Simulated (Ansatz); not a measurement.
## Effective masses and thermopower of ZnS under load (space group F-43m)

Given:

```
ZnS
1.0
    0.00000     2.70234     2.70234
    2.70234     0.00000     2.70234
    2.70234     2.70234     0.00000
Zn S
1 1
Direct
  0.00000   0.00000   0.00000
  0.25000   0.25000   0.25000
```

Calculation: PBE with spin-orbit coupling, rigid bands (plane waves, PAW; Ansatz, an electronic-structure program). Condition of this run: hydrostatic pressure of -2 GPa (compression positive) (the target of the relaxation). How the cell was made: cell and atoms relaxed with PBEsol, then loaded as said.

```yaml
band_gap: 2.09 eV
electron conductivity mass (300 K, dilute): 0.184 mₑ
hole conductivity mass (300 K, dilute): 0.89 mₑ
effective density of states N_c (300 K): 2.0e18 cm⁻³
effective density of states N_v (300 K): 5.2e19 cm⁻³
density_of_states_mass_electrons: 0.183 mₑ
density_of_states_mass_holes: 1.63 mₑ
Seebeck coefficient, n-type 1e19 cm⁻³, 300 K: -106 μV/K
best n-type power factor at 300 K for τ = 10 fs (best axis; densities from 1e16 to 1e21 cm⁻³ tried, whether or not they can be reached): 1.64 μW/(cm·K²) at 1e19 cm⁻³
Seebeck coefficient, p-type 1e19 cm⁻³, 300 K: 388 μV/K
best p-type power factor at 300 K for τ = 10 fs (best axis; densities from 1e16 to 1e21 cm⁻³ tried, whether or not they can be reached): 17.0 μW/(cm·K²) at 3e20 cm⁻³
```

Rigid bands; masses and Seebeck coefficients take one relaxation time τ for all states and one kind of carrier; polarons and phonon drag are left out. Geometry: cell and atoms relaxed with PBEsol.
